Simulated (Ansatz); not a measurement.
# Mg3PN (model structure, started from the cubic perovskite type, Pm-3m, No. 221, 5 atoms in the cell)

Calculation: PBE (PAW; Ansatz, a quantum-chemistry and plane-wave program).

Numerical settings: plane-wave cutoff 520 eV, 8×8×8 k mesh, Fermi–Dirac smearing 0.01 eV, scalar-relativistic PAW data made under PBE.

Cell (relaxed with PBEsol):

Space group Pm-3m (No. 221); a = b = c = 4.152 Å, α = β = γ = 90.00°

| atom | site | symmetry | x | y | z |
|---|---|---|---|---|---|
| P | 1a | m-3m | 0.0000 | 0.0000 | 0.0000 |
| N | 1b | m-3m | 0.5000 | 0.5000 | 0.5000 |
| Mg | 3c | 4/mm.m | 0.0000 | 0.5000 | 0.5000 |

```yaml
band_gap: 1.77 eV (direct)
```

Note: the relaxation could raise the start's symmetry but not lower it, so the cell can be a saddle point; cell and atoms aren't relaxed at this level (pressure 2.1 GPa).

The computed numbers hold no vibrational or temperature effects.

Cost on a shared machine: about 19 core-seconds (a rough figure).

A model structure was made by putting elements into a prototype or built by hand; it is no filed structure, need not be a known phase, and can be a saddle point held by its symmetry.
